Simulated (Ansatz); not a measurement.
CoSi$_{2}$ (Fm-3m), PBEsol, DFPT electron-phonon coupling, linearised Boltzmann equation run with Ansatz (a quantum-chemistry and plane-wave program): phonon-limited resistivity 9.14 μΩ·cm at 300 K, 13.0 μΩ·cm at 400 K, current-weighted mean free path 10.8 nm, Drude plasma energy 6.46 eV.

Q: Estimate the resistivity of a 80 nm square wire with diffuse walls from ρ ≈ ρ₀(1 + 3ℓ/4d).

A: 1 + 0.75 × 10.8/80 = 1.10, so ρ ≈ 10.1 μΩ·cm and a line 1 μm long has 15.7 Ω. The formula is the free-electron limit for d well above ℓ; grain boundaries add to it.

Q: Estimate the electronic thermal conductivity at 300 K by the Wiedemann-Franz law (L₀ = 2.44×10⁻⁸ W·Ω/K²).

A: L₀T/ρ = 2.44×10⁻⁸ × 300/(9.14×10⁻⁸) = 80.1 W/(m·K). Inelastic scattering puts the true Lorenz number somewhat under L₀ near and below the Debye temperature.

Q: What temperature coefficient of resistance follows, and how does it compare with 1/T?

A: (ρ₄₀₀ − ρ₃₀₀)/(100 K × ρ₃₀₀) = 4.22×10⁻³ K⁻¹, against 1/T = 3.33×10⁻³ K⁻¹ for a resistivity proportional to T. It lies higher because phonons are still being populated at 300 K; impurities would add a constant and lower it.

A metal at this level (no band gap). Only scattering by harmonic phonons is included (no impurities, grain boundaries, electron-electron scattering or thermal expansion). Spin-orbit coupling is left out. Halving the electron mesh (28x28x28) moves the resistivity by up to 2 % at 300 K, the mean free path by up to 1 %. Smearing 0.20 eV; phonons on a 5x5x5 q mesh, which this run doesn't test.

Treated as nonmagnetic (a ferromagnetic start lost its moment, other orders weren't tried): CoSi2 (Fm-3m).
